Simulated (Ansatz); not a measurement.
Relaxation of cell and atoms of Sc (P6_3/mmc, 2 atoms in the cell) at several settings

```
Sc
1.0
    3.31130     0.00000     0.00000
   -1.65565     2.86767     0.00000
    0.00000     0.00000     5.36510
Sc
2
Cartesian
  0.00000   1.91178   1.34127
  1.65565   0.95589   4.02382
```
Moments meant for the start (each program seeds them in its own way; μB, in the order of the atoms Sc Sc): 1.0 1.0.

Base: PBEsol, default PAW files made with PBE (Ansatz, a quantum-chemistry and plane-wave program). Its settings: kpoints.mp_grid.grid = 9 9 5; hamiltonian.xc = pbesol; hamiltonian.pseudopotentials = {kind: paw} (the program's default PAW files); magnetization.spin_polarized = true; scf.occupations.method = gaussian; scf.occupations.width = 0.2 eV. Starting volume 25.47 Å³ per atom.

Each line gives the change from the base single point and the result:

- hamiltonian.dispersion: default → d3bj; relax: default → cell and atoms [DFT, PBEsol-D3BJ, plane waves, default PAW files made with PBE]: pressure 0.01 GPa; final cell a = 3.2215 Å, b = 3.2215 Å, c = 5.0066 Å, α = 90.00°, β = 90.00°, γ = 120.00°; final volume per atom 22.50 Å³; relaxation steps 5.
- relax: default → cell and atoms: pressure 0.00 GPa; final cell a = 3.2756 Å, b = 3.2756 Å, c = 5.0999 Å, α = 90.00°, β = 90.00°, γ = 120.00°; final volume per atom 23.69 Å³; relaxation steps 5; free energy against the base single point -26.3 meV/atom.
- relax: default → cell and atoms; relax.cell.p_target: default → -2 GPa: pressure -2.00 GPa; final cell a = 3.3153 Å, b = 3.3153 Å, c = 5.1686 Å, α = 90.00°, β = 90.00°, γ = 120.00°; final volume per atom 24.60 Å³; relaxation steps 5; free energy against the base single point -20.5 meV/atom.

The starting cell comes from a database of computed structures (which also holds hypothetical and non-ambient phases and stackings), without a prior relaxation at this level. Its lattice was rescaled by a random factor within 2.5 % of one. The starting moments vanished: the run ended non-magnetic. The program warned that a starting moment was not kept. Ansatz's pressure includes its estimate of the finite-basis (Pulay) stress.

Keys are those of Ansatz 0.2.
